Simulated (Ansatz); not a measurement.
GaP under a change: pressure 15 GPa

Start from GaP in the zinc blende structure (space group F-43m, No. 216; a = 5.452 Å).

The change: a hydrostatic pressure of 15 GPa.

Method: Ansatz (a quantum-chemistry and plane-wave program) r2SCAN, without spin-orbit coupling, earlier PAW set. k-mesh 10×10×10 (Γ-centred); smearing 0.05 eV (Fermi–Dirac).

Volume per atom: 17.80 Å³ (base 20.25 Å³)
Density: 4.70 g/cm³ (base 4.13 g/cm³)
Lattice parameter a: 5.222 Å (base 5.452 Å)
Shortest interatomic distance: 2.261 Å (base 2.361 Å)
Band gap: 1.58 eV (base 1.85 eV)
Gap character: indirect, Γ → Γ–X (87 % along) (base indirect, Γ → Γ–X (87 % along))
Smallest direct gap: 3.53 eV (base 2.36 eV)
Width of the top valence band: 4.24 eV (base 3.54 eV)
Electron mass: 1.3 mₑ along k, 0.22 mₑ across (off the special points) (base 1.1 mₑ along k, 0.23 mₑ across (off the special points))
Hole mass (degenerate bands, along [100]): 0.17, 0.31, 0.31 mₑ (at Γ) (base 0.13, 0.37, 0.37 mₑ (at Γ))
Valley order (the lowest conduction-band minima on the path, energy above the VBM, named in the base's zone): a point along ⟨100⟩, about 1.0 Å⁻¹ from Γ 1.58 eV; L along ⟨111⟩ 2.46 eV; Γ 3.53 eV (base a point along ⟨100⟩, about 1.0 Å⁻¹ from Γ 1.85 eV; L along ⟨111⟩ 2.04 eV; Γ 2.36 eV)

Final structure:

```
CELL_PARAMETERS angstrom
      0.00000     2.61108     2.61108
      2.61108     0.00000     2.61108
      2.61108     2.61108     0.00000
ATOMIC_POSITIONS crystal
  P  0.75000 0.75000 0.75000
  Ga 0.00000 0.00000 0.00000
```

Load acts through the strain it causes; cell and atoms are relaxed under it. Effective masses come from finite differences of ±0.01 Å⁻¹. Along k means along the line from Γ to the band edge. Stability against distortions was not tested. Tetrahedral semiconductors of this kind turn to denser phases somewhere between about 1 and 50 GPa; those were not computed, so compressed cells here can lie past the real transition.
